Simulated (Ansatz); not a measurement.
## How the smallest direct gap on the k points sampled of SrTaNO2 (Ama2, No. 40; start mp-2583419) moves with the method

No measured value is used here.

```
level (code)         value (eV)
-------------------  ----------
LDA (Ansatz)               1.27
PBEsol+SOC (Ansatz)        1.24
HSE06 (Ansatz)             2.31
```

Computed values are for a static lattice. Spin–orbit coupling is included only where a level's name says +SOC; with heavier elements it mostly lowers gaps and can invert bands.  Values are at the PBEsol cell. Cutoffs and k meshes differ between the levels. Ansatz's density-functional and Hartree–Fock values are scalar-relativistic unless marked +SOC, with PAW data made under PBE.

A start named mp-… is a Materials Project structure, which can be a computed phase never made.

Ansatz is a quantum-chemistry and plane-wave program.
